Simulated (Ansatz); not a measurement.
polar orthorhombic HfO2 (1 1 0) on germanium (1 1 0) (film strained to the substrate, started from cuts of the bulks and a machine-learned relaxation; metallic at this level, with no gap by band count; slabs Ge48 and Hf32O64, which can lie off the formulas)

A periodic stack without vacuum, polar orthorhombic HfO2 (1 1 0) on germanium (1 1 0) (film strained to the substrate, started from cuts of the bulks and a machine-learned relaxation; metallic at this level, with no gap by band count; slabs Ge48 and Hf32O64, which can lie off the formulas): substrate slab Ge48, film Hf32O64, surface cells [[-1, 2], [-1, -1]] and [[2, 0], [0, 1]], film strained by -3.8 and -2.2 %, outermost planes Ge/Ge and HfO/HfO as cut, which need not be the usual terminations and can put a slab off its formula.

The start was prepared with a machine-learned potential, and the result is one local minimum, with the in-plane cell held and forces under 0.04 eV/Å; the film can end far from its bulk form.

All values below come from PBE (plane waves to 420 eV, PAW; Ansatz, a program for electronic structure). Scalar-relativistic, without spin–orbit coupling; the runs are not spin-polarised; PBE gaps are too small against experiment. Its k-point mesh 3×3×1, Fermi–Dirac width 0.05 eV.

```
Property                                                                                   Result
--------------------------------------------------------------------------------  ---------------
interface area                                                                            70.4 Å²
period                                                                                    33.32 Å
heights between the nearest atoms of the two slabs at the two interfaces          0.82 and 1.09 Å
Ge–Hf contacts across the interfaces within 1.22 times the sum of covalent radii   6, mean 3.11 Å
Ge–O contacts across the interfaces within 1.22 times the sum of covalent radii    2, mean 1.82 Å
```

```xyz
144
Lattice="9.9746 -0.0009 -0.2000 -0.0009 7.0541 -0.0750 -1.4985 -1.5299 33.3749" Properties=species:S:1:pos:R:3 pbc="T T T"
Ge     2.3213     1.1665     3.3837
Ge     5.7839     5.9862     3.0618
Ge     9.0245     3.4182     3.1717
Ge     3.2947     5.9051     3.3003
Ge     6.4612     3.5840     3.1751
Ge    -0.1720     1.0510     3.3649
Ge     5.8535     2.4975     0.9861
Ge     8.9222    -0.2355     1.1875
Ge     2.0224     4.4627     1.7543
Ge     6.4043     0.0349     0.9642
Ge    -0.3665     4.3484     1.1231
Ge     3.4809     2.5105     1.6658
Ge     9.1006     3.5319     7.2695
Ge     2.4446     1.2046     7.4374
Ge     5.7794     5.9399     7.2466
Ge    -0.0470     1.1762     7.4669
Ge     3.2841     5.9124     7.3570
Ge     6.6018     3.5808     7.3091
Ge     2.4074     4.7197     5.3426
Ge     5.7500     2.4091     5.2696
Ge     9.0566    -0.0334     5.2634
Ge     3.2522     2.3678     5.3790
Ge     6.5575     0.0371     5.2428
Ge    -0.1020     4.6583     5.3782
Ge     5.8654     5.9928    11.3235
Ge     9.1604     3.5798    11.3747
Ge     2.5530     1.2528    11.5042
Ge     6.6617     3.6244    11.4408
Ge     0.0442     1.2246    11.5419
Ge     3.3667     5.9443    11.4056
Ge     9.1448     0.0272     9.3261
Ge     2.4825     4.7533     9.4103
Ge     5.8235     2.4330     9.3959
Ge    -0.0121     4.7235     9.4897
Ge     3.3277     2.4098     9.4290
Ge     6.6446     0.0734     9.3331
Ge     2.5143     0.8470    15.1401
Ge     5.7886     5.8993    15.2157
Ge     9.4594     3.8556    15.8068
Ge     3.3115     5.6349    15.7264
Ge     6.8658     3.7065    15.6997
Ge     0.1770     1.5949    15.1971
Ge     6.0207     2.5551    13.6204
Ge     9.1617     0.0076    13.3778
Ge     2.5253     4.8371    13.4715
Ge     6.6618     0.1614    13.3988
Ge     0.0614     4.6766    13.6367
Ge     3.4860     2.4867    13.5184
Hf     3.6605     5.5905    20.4645
Hf    -1.2097     5.7564    20.3592
Hf     1.2336     0.3102    18.9882
Hf     6.4648     0.3583    18.5738
Hf     1.3070     3.6384    18.7342
Hf     6.3336     3.5588    18.5853
Hf     3.8485     2.0570    20.1305
Hf    -1.1503     2.1145    20.3695
O      6.1699     6.9177    16.6634
O     -0.3698     6.2742    18.5379
O      2.3000     5.5182    18.8701
O      7.0914     5.4236    18.9210
O      2.2065     3.3961    20.6264
O      7.0876     3.2550    20.5286
O      4.5869     4.0752    19.5327
O     -0.2926     4.0170    19.9583
O      2.5200     2.0263    18.4211
O      7.6262     2.0014    18.3526
O      5.1084     1.8667    18.5521
O      0.0981     1.9684    18.7352
O      5.0398     0.0404    20.3209
O      0.1014     0.3606    20.8026
O      2.5606     0.4577    20.6616
O      7.5346     0.4920    20.5225
Hf     3.8551     2.1008    24.1384
Hf    -1.1472     2.1462    24.2740
Hf     1.3149     3.7095    22.5511
Hf     6.3656     3.6676    22.4081
Hf     1.3172     0.0647    22.5187
Hf     6.2764     0.0324    22.2302
Hf     3.8820     5.5259    24.0075
Hf    -1.1362     5.5658    24.1014
O      4.6313     2.5357    21.9850
O     -0.4490     2.6444    22.2605
O      2.0898     1.8436    23.0252
O      7.0723     1.7753    22.9425
O      2.0680    -0.4615    24.4654
O      7.0080    -0.4786    24.2806
O      4.5304     0.3494    23.4161
O     -0.3985     0.3935    23.6662
O      2.5464     5.4599    22.1727
O      7.5472     5.4580    21.9851
O      5.0233     5.2580    22.1876
O      0.0493     5.3477    22.3388
O      5.1251     3.7278    24.3205
O      0.1330     3.7972    24.4734
O      2.6032     3.9014    24.2768
O      7.5755     3.9199    24.1874
Hf     3.8951     5.5033    27.8314
Hf    -1.0825     5.5922    28.0557
Hf     1.3815     0.0496    26.3386
Hf     6.4326     0.0486    26.1550
Hf     1.3902     3.4661    26.1593
Hf     6.3836     3.4849    26.0449
Hf     3.9121     1.8719    27.7389
Hf    -1.0109     1.9431    27.9054
O      4.6137     6.0188    25.8047
O     -0.4586     6.1006    25.9762
O      2.1447     5.2220    26.7277
O      7.1174     5.2348    26.7071
O      2.1813     2.9720    28.1399
O      7.2290     3.0508    28.1139
O      4.6721     3.7443    27.2333
O     -0.3186     3.8366    27.3462
O      2.6544     1.8094    25.8762
O      7.6368     1.8547    25.8048
O      5.1192     1.6655    25.9366
O      0.1283     1.7084    26.0928
O      5.1572     0.0931    28.0214
O      0.1916     0.1652    28.2894
O      2.6600     0.2448    28.0414
O      7.6313     0.3446    27.9113
Hf     4.0785     1.9393    31.5770
Hf    -0.9310     2.0467    31.6927
Hf     1.5521     3.5063    30.0962
Hf     6.4953     3.5251    29.9820
Hf     1.5262    -0.1636    30.0803
Hf     6.3016     0.0197    29.7077
Hf     4.0299     5.2780    31.4761
Hf    -0.8623     5.3106    31.6424
O      4.9169     2.1112    29.5840
O     -0.2233     2.3924    29.7643
O      2.4064     1.6084    30.4041
O      7.3431     1.5098    30.5500
O      2.4482    -0.6105    31.8629
O      8.3207    -0.9914    33.1716
O      5.0898     0.0716    31.3706
O     -0.0879     0.2097    31.4043
O      2.7682     5.2213    29.5927
O      7.7347     5.5952    29.7544
O      5.2226     5.1396    29.6062
O      0.2383     5.1329    29.7515
O      5.3177     3.4919    31.7357
O      0.3347     3.6589    31.9798
O      2.8494     3.6165    31.7067
O      7.8348     3.7509    31.4567
```
